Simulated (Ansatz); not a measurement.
**Y, response to strain**

Take Y in the hcp (Mg type) structure (space group P6_3/mmc, No. 194; a = 3.652 Å, c = 5.703 Å; relaxed with 0.1 eV smearing) as the base. Axes: x lies along a and z along c of the hexagonal cell.

Strains are applied to the cell and any free atomic positions relax; under biaxial strain the out-of-plane vector relaxes too.

The values are results of Ansatz (a quantum-chemistry and plane-wave program) PBE, spin-orbit coupling left out, not measurements.

Candidates:
(a) biaxial strain +1.00 %, plane normal [001], relaxed out of plane
(b) biaxial strain −2.50 %, plane normal [001], relaxed out of plane
(c) biaxial strain +2.50 %, plane normal [001], relaxed out of plane
(d) biaxial strain +3.00 %, plane normal [001], relaxed out of plane
(e) biaxial strain +2.00 %, plane normal [001], relaxed out of plane

Task: Order them by out-of-plane strain, highest first.

Result: (b) biaxial strain −2.50 %, plane normal [001], relaxed out of plane (+1.46 %), (a) biaxial strain +1.00 %, plane normal [001], relaxed out of plane (-0.53 %), (e) biaxial strain +2.00 %, plane normal [001], relaxed out of plane (-1.04 %), (c) biaxial strain +2.50 %, plane normal [001], relaxed out of plane (-1.29 %), (d) biaxial strain +3.00 %, plane normal [001], relaxed out of plane (-1.53 %)

Stability against distortions was not tested. The final runs are not spin-polarised.
